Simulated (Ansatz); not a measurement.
## Sn: isotropic strain +4.77 %

Take Sn (space group I4_1/amd, No. 141; a = 5.9495 Å, c = 3.2137 Å; relaxed with 0.1 eV smearing) as the base.

Modification: the cell is scaled by 1.0477 in all directions; the atoms relax in the strained cell.

Calculations: PBE/PAW in Ansatz (a first-principles code), spin-orbit coupling left out. k-mesh 20×20×20 (Γ-centred); smearing 0.1 eV (Fermi–Dirac).

```json
[
 {"quantity": "space group", "base": "I4_1/amd (No. 141)", "changed": "I4_1/amd (No. 141)", "shift": "–"},
 {"quantity": "shortest interatomic distance", "base": "3.081 Å", "changed": "3.228 Å", "shift": "+0.147 Å"},
 {"quantity": "energy relative to the base (free energy F)", "base": "0 meV/atom", "changed": "+72 meV/atom", "shift": "+72 meV/atom"},
 {"quantity": "pressure (mean of the normal stresses, compression positive)", "base": "0.0 GPa", "changed": "-4.7 GPa", "shift": "-4.7 GPa"},
 {"quantity": "band gap", "base": "zero", "changed": "zero", "shift": "–"}
]
```

No phonon test of stability was made.
